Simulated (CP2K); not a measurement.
Input and output of a self-consistent single point for La₃Ga (Pm-3m, 4 atoms in the cell) (CP2K).

Computed with LDA (Pade form), GPW, DZVP-MOLOPT-SR-GTH basis, GTH-PADE potentials (GTH_POTENTIALS) (CP2K).

```xyz
4
Lattice="4.9864 0.0000 0.0000 0.0000 4.9864 0.0000 0.0000 0.0000 4.9864" Properties=species:S:1:pos:R:3 pbc="T T T"
La     0.0000     2.4932     2.4932
La     2.4932     0.0000     2.4932
La     2.4932     2.4932     0.0000
Ga     0.0000     0.0000     0.0000
```

Reference input (self-consistent single point, DFT PBEsol, GPW, DZVP-MOLOPT-SR-GTH basis, GTH-PBE potentials (GTH_POTENTIALS)): CUTOFF = 600 Ry; REL_CUTOFF = 50 Ry; SMEAR/METHOD = FERMI_DIRAC; ELECTRONIC_TEMPERATURE = 580.23 K; KPOINTS/SCHEME = MONKHORST-PACK 7 7 7; XC_FUNCTIONAL = PBE:PBESOL; La/BASIS_SET = DZVP-MOLOPT-SR-GTH-q11; La/POTENTIAL = GTH-PBE-q11; Ga/BASIS_SET = DZVP-MOLOPT-SR-GTH-q13; Ga/POTENTIAL = GTH-PBE-q13; METHOD = GPW; EPS_DEFAULT = 1e-10. This run's input differs from it in these lines:

```diff
@@ -44,6 +44,3 @@
     &XC
-      &XC_FUNCTIONAL
-        &PBE
-          PARAMETRIZATION PBESOL
-        &END PBE
+      &XC_FUNCTIONAL PADE
       &END XC_FUNCTIONAL
@@ -81,3 +78,3 @@
       BASIS_SET DZVP-MOLOPT-SR-GTH-q11
-      POTENTIAL GTH-PBE-q11
+      POTENTIAL GTH-PADE-q11
     &END KIND
@@ -85,3 +82,3 @@
       BASIS_SET DZVP-MOLOPT-SR-GTH-q13
-      POTENTIAL GTH-PBE-q13
+      POTENTIAL GTH-PADE-q13
     &END KIND
```

The program printed (abridged):

```
 SCF WAVEFUNCTION OPTIMIZATION

  Step     Update method      Time    Convergence         Total energy    Change
     1 NoMix/Diag. 0.20E+00      -     1.13540053      -171.0508196765 -1.71E+02
     2 Broy./Diag. 0.20E+00      -     0.04376356      -170.5977872672  4.53E-01
     3 Broy./Diag. 0.20E+00      -     0.12850833      -170.1201044561  4.78E-01
     4 Broy./Diag. 0.20E+00      -     0.01105151      -169.9647234786  1.55E-01
     5 Broy./Diag. 0.20E+00      -     0.01126083      -169.8458208031  1.19E-01
     6 Broy./Diag. 0.20E+00      -     0.00125759      -169.8003086815  4.55E-02
   [... 2 lines left out ...]
     9 Broy./Diag. 0.20E+00      -     0.00031781      -169.8025099740 -4.73E-03
    10 Broy./Diag. 0.20E+00      -     0.00001693      -169.8042848542 -1.77E-03
    11 Broy./Diag. 0.20E+00      -     0.00002290      -169.8043228792 -3.80E-05
    12 Broy./Diag. 0.20E+00      -     0.00000087      -169.8042811038  4.18E-05
  *** SCF run converged in    12 steps ***

  Overlap energy of the core charge distribution:               0.00000000000000
  Self energy of the core charge distribution:               -288.69655239769179
  Core Hamiltonian energy:                                     66.47763377024555
  Hartree energy:                                              75.31313098731941
  Exchange-correlation energy:                                -22.89676129219513
  Electronic entropic energy:                                  -0.00173217044215
  Fermi energy:                                                 0.32273104696797

  Total energy:                                              -169.80428110383914
  Total energy (extrapolated to T->0):                       -169.80341501861807

   [... lines left out ...]

 STRESS| Analytical stress tensor [bar]
 STRESS|                        x                   y                   z
 STRESS|      x       -3.37130860793E+04   1.68827272893E-03   1.68826927373E-03
 STRESS|      y        1.68827272893E-03  -3.37135054602E+04   1.68827098296E-03
 STRESS|      z        1.68826927373E-03   1.68827098296E-03  -3.37148621415E+04
 STRESS| 1/3 Trace                                            -3.37138178937E+04
```

The run converged in 12 iterations. Against the reference run the pressure goes from -1.94 to -3.37 GPa.

The starting cell comes from a database of computed structures (which also holds hypothetical and non-ambient phases and stackings), without a prior relaxation at this level. Its lattice was rescaled by a random factor within 2.5 % of one. Values carry the incompleteness of an atom-centred basis. With a pressure of about -3 GPa the cell is away from its equilibrium volume at this level.

Cost on one core of a shared machine: roughly 90 s.
